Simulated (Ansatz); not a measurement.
WO3 (P4/ncc, No. 130, 16 atoms in the cell; start mp-18773; a measured phase of this formula has another space group), treated with LDA (plane waves, PAW; Ansatz, a first-principles code).

Numerical settings: plane-wave cutoff 520 eV, 6×6×4 k mesh (along the axes of the cell as run), Fermi–Dirac smearing 0.01 eV, no spin polarisation, scalar-relativistic PAW data made under PBE.

Cell (relaxed at this level):

Space group P4/ncc, origin choice 1 (No. 130); a = 5.181 Å, b = 5.181 Å, c = 7.767 Å, α = 90.00°, β = 90.00°, γ = 90.00°

```json
[
 {"atom": "W", "site": "4c", "symmetry": "4..", "x": "0.0000", "y": "0.5000", "z": "0.2176"},
 {"atom": "O", "site": "8f", "symmetry": "..2", "x": "0.1990", "y": "0.1990", "z": "0.2500"},
 {"atom": "O", "site": "4c", "symmetry": "4..", "x": "0.5000", "y": "0.0000", "z": "0.0083"}
]
```

Task: Predict the band gap and smallest direct gap on the k points sampled.

Result: 
band gap: 1.07 eV
smallest direct gap on the k points sampled: 1.14 eV

Spin–orbit coupling is not included.

A start named mp-… is a Materials Project structure, which need not be a measured phase.
